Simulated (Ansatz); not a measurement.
The starting structures come from a database of crystals and need not be the phases stable at ambient conditions.

 Where the default PAW files enter, the runs use the earlier of Ansatz's two default sets.

Inside the gap of an insulator the Bloch states are evanescent, with a wavenumber k + iκ along the transport direction.

Data:

```
CELL_PARAMETERS angstrom
      5.16405     0.00000     0.00000
      2.58203     4.78008     0.00000
      2.58203     1.39472     4.33587
ATOMIC_POSITIONS crystal
  Li 0.25000 0.25000 0.25000
  Li 0.75000 0.75000 0.75000
  Nb 0.50000 0.50000 0.50000
  Nb 0.00000 0.00000 0.00000
  O  0.75000 0.75000 0.12964
  O  0.25000 0.25000 0.87037
  O  0.37036 0.75000 0.75000
  O  0.62963 0.25000 0.25000
  O  0.12963 0.75000 0.37036
  O  0.87036 0.25000 0.62963
```

Space group of this cell: C2/c. The cell is strained (lengths across the current scaled by 0.98, ions clamped); by r2SCAN its mean pressure is -1.3 GPa.

Transport runs along the normal of the first two printed cell vectors.

No gap correction and no spin-orbit coupling; mid-gap values are interpolated between computed energies.

Task: State the band gap and the smallest decay constant κ at mid-gap according to r2SCAN (Ansatz, a first-principles code).

Result: Gap 2.96 eV on a 8×8×8 mesh; κ = 0.320 1/Å, at (0.000, 0.500) of the in-plane reciprocal vectors. At the zone centre, at the nearest computed energy, the slowest state has κ = 0.33 1/Å.
